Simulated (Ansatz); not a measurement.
Output of an Ansatz run (abridged):

```
WARN ansatz: RAYON_NUM_THREADS=1 ignored (pool sized by the plan → 1); use --threads N
Pseudopotentials: kind: paw
Pseudopotential: Zr, paw, valence charge 12
Pseudopotential: Ti, paw, valence charge 12
Pseudopotential: Te, paw, valence charge 16
Crystal: 6 atoms, lattice volume = 181.473 Å³
Basis set: ecut = 420 eV, 3599 PW (Γ), exchange–correlation on 96×54×96 points (8 copies of the dense FFT grid, shifted against one another)
Bands: 53, of which v1, the nominal top of the filled ones, is band 44 counted from 1 (43 counted from 0)
Symmetry: 2 space group operations
Space group: Pm (ITA 6), of the structure as read, at distance tolerance 5.7e-5 Å
k-points: 20 of 63 (time reversal used)
PAW frozen core: Zr, regenerated for the run's functional, and the local potential with it
PAW frozen core: Ti, regenerated for the run's functional, and the local potential with it
PAW frozen core: Te, regenerated for the run's functional, and the local potential with it
Initial density: superposition of atomic densities (neutral atoms: chi_scale 0, normalization atom), corrected by the library's trained network
Initial wavefunctions: pseudopotential atomic-orbital guess
Eigensolver: davidson
Functional: x = pbesol(κ = 0.804, μ = 0.12345679012345678), c = pbesol(β = 0.046)
SCF iter   1: F=—  HF=-34213.184593 eV  |F-HF|=—  |Δ(HF+E_count)|=         —  Δρ=4.28e-3  dr2=4.03e-2  ethr=1.77e-3  ⟨swp⟩=7.2  Hψ=4180  notcnv=0
all-band conjugate gradients solve this SCF's bands
preconditioner: auto → LDOS
SCF iter   2: F=—  HF=-34213.180197 eV  |F-HF|=—  |Δ(HF+E_count)|=   4.40e-3  Δρ=3.00e-3  dr2=2.57e-2  ethr=4.58e-5  ⟨swp⟩=2.0  Hψ=2247  notcnv=0  defer=18
SCF iter   3: F=—  HF=-34213.177539 eV  |F-HF|=—  |Δ(HF+E_count)|=   2.66e-3  Δρ=7.51e-4  dr2=1.84e-3  ethr=2.93e-5  ⟨swp⟩=2.0  Hψ=1327  notcnv=0  defer=18
SCF iter   4: F=—  HF=-34213.177397 eV  |F-HF|=—  |Δ(HF+E_count)|=   1.42e-4  Δρ=1.90e-4  dr2=9.79e-5  ethr=2.09e-6  ⟨swp⟩=2.0  Hψ=1126  notcnv=0  defer=18
SCF iter   5: F=—  HF=-34213.177336 eV  |F-HF|=—  |Δ(HF+E_count)|=   6.11e-5  Δρ=3.52e-5  dr2=4.02e-6  ethr=1.11e-7  ⟨swp⟩=2.0  Hψ=1257  notcnv=0  defer=18
SCF iter   6: F=—  HF=-34213.177335 eV  |F-HF|=—  |Δ(HF+E_count)|=   4.04e-7  Δρ=1.08e-5  dr2=2.52e-7  ethr=4.56e-9  ⟨swp⟩=2.0  Hψ=1861  notcnv=0  defer=18
SCF iter   7: F=-34213.177335 eV  HF=-34213.177335 eV  |F-HF|=9.23e-9  |Δ(HF+E_count)|=   3.38e-9  Δρ=3.02e-6  dr2=1.67e-8  ethr=1.14e-10  ⟨swp⟩=10.2  Hψ=4334  notcnv=0
SCF 1 converged in 7 iterations: F = -34213.177335 eV  dr2 = 1.67e-8
SCF converged after 7 iterations
Free energy (F): -34213.177335 eV
Harris-Foulkes:  -34213.177335 eV  (|F-HF|=9.23e-9)
Internal energy: -34213.163808 eV  (E = F + TS)
E sigma→0 (E₀):  -34213.170572 eV
Entropy (-TS):   -0.013527 eV (-2.255 meV/atom)
Fermi energy:    9.056152 eV
--- Per-component energies (eV) ---
  E_band       = -1382.659183
  E_kinetic    = 1325.544875
  E_local      = -7395.781835  (includes V_loc(G=0)·N_el)
  E_nonlocal   = -1140.177940
  E_hartree    = 4164.958734
  E_xc         = -750.261794
  E_vxc        = -728.042078  (∫ρ·V_xc dr)
  E_paw        = -22262.062116  (= ΣΔE_a)
  E_vpaw       = -1774.126486  (= ΣTr[D̂ρ^β])
  E_aug_tail   = -0.000595  (compensation charges beyond the density's cutoff)
  E_ewald      = -8157.187502
  E_core_change = 1.804366  (= ΣΔE_core)
  E_smearing   = -0.013527  (= −TS)
  E_closure    = -0.000000  (closes the sum)
  Σ components = -34213.177335   (vs F -34213.177335, Δ=0.00e0)
--- Forces (eV/Å), atoms counted from 1 ---
  atom   1  Zr     0.05274126     0.00000000    -0.42588698
  atom   2  Ti    -0.04049231     0.00000000    -0.10053620
  atom   3  Te     0.08436345     0.00000000     0.13001046
  atom   4  Te     0.04210346     0.00000000     0.06432984
  atom   5  Te    -0.11110785     0.00000000     0.21068675
  atom   6  Te    -0.02760481     0.00000000     0.12141780
  max |Σ_I F_I| component: 2.17e-5 eV/Å
--- Stress (GPa, compression-positive) ---
       -2.864712       0.000000      -0.100557
        0.000000      -2.681616       0.000000
       -0.100556       0.000000      -1.480725
  P = ⅓ Tr σ = -2.3424 GPa (-23.424 kbar)
  The stress holds the Pulay correction. Without it, at fixed plane waves, as pw.x and ABINIT print it: P = -2.3653 GPa
--- Band table (eV; the first three rows and the last of 20) ---
  k-point 0: bands = ["-48.3844", "-40.3524", "-27.3285", "-27.3170", "-27.3072", "-27.3055", "-27.3035", "-27.3020", "-27.2915", "-27.2904", "-27.2887", "-27.2875", "-27.2843", "-27.2748", "-27.2737", "-27.2728", "-27.2717", "-27.2654", "-27.2602", [...]
  k-point 1: bands = ["-48.3844", "-40.3524", "-27.3285", "-27.3171", "-27.3071", "-27.3056", "-27.3035", "-27.3021", "-27.2915", "-27.2905", "-27.2888", "-27.2874", "-27.2842", "-27.2753", "-27.2737", "-27.2723", "-27.2717", "-27.2654", "-27.2601", [...]
  k-point 2: bands = ["-48.3842", "-40.3517", "-27.3281", "-27.3170", "-27.3072", "-27.3047", "-27.3033", "-27.3023", "-27.2912", "-27.2904", "-27.2882", "-27.2873", "-27.2846", "-27.2744", "-27.2735", "-27.2726", "-27.2718", "-27.2658", "-27.2599", [...]
  k-point 19: bands = ["-48.3836", "-40.3490", "-27.3267", "-27.3173", "-27.3088", "-27.3035", "-27.3025", "-27.3008", "-27.2915", "-27.2887", "-27.2865", "-27.2860", "-27.2853", "-27.2738", "-27.2731", "-27.2719", "-27.2708", "-27.2673", [...]
```

The structure:

```xyz
6
Lattice="6.7722 0.0000 0.0000 0.0000 3.9131 0.0000 -0.0140 0.0000 6.8480" Properties=species:S:1:pos:R:3 pbc="T T T"
Zr     3.3861     1.9566     0.0500
Ti     0.0000     0.0000     0.0000
Te     5.7152     1.9566     1.6917
Te     1.0430     1.9566     5.1563
Te     2.1888     0.0000     1.7505
Te     4.5693     0.0000     5.0975
```

**Question.** Write an input that gives this output.

**Answer.** Other spellings and defaults could give the same log, and not every line can be read from it. The input that was run (DFT, PBEsol, plane waves, default PAW files made with PBE):

Ansatz 0.2 input:
```yaml
# ZrTiTe4
crystal:
  lattice:
    - [6.772172, 0.000000, 0.000000]
    - [0.000000, 3.913105, 0.000000]
    - [-0.013984, 0.000000, 6.847980]
  atoms:
    - { symbol: Zr, position: [0.500015, 0.500000, 0.007301] }
    - { symbol: Ti, position: [0.000000, 0.000000, 0.000000] }
    - { symbol: Te, position: [0.844430, 0.500000, 0.247040] }
    - { symbol: Te, position: [0.155570, 0.500000, 0.752960] }
    - { symbol: Te, position: [0.323740, 0.000000, 0.255620] }
    - { symbol: Te, position: [0.676260, 0.000000, 0.744380] }
basis:
  ecutwfc: 420.0
kpoints:
  mp_grid:
    grid: [3, 7, 3]
hamiltonian:
  xc: pbesol
  pseudopotentials:
    kind: paw
scf:
  occupations:
    method: gaussian
    width: 0.1
output:
  forces: true
  eigenvalues: true
  stress: true
```

The starting cell comes from a database of computed structures (which also holds hypothetical and non-ambient phases and stackings), without a prior relaxation at this level. Its lattice was rescaled by up to half a per cent. One atom was moved a little off its site on purpose. Spin-orbit coupling is off. Spin polarisation is off, so a magnetic state, if there is one, cannot be reached. Ansatz's pressure includes its estimate of the finite-basis (Pulay) stress.

Ansatz is a first-principles code.
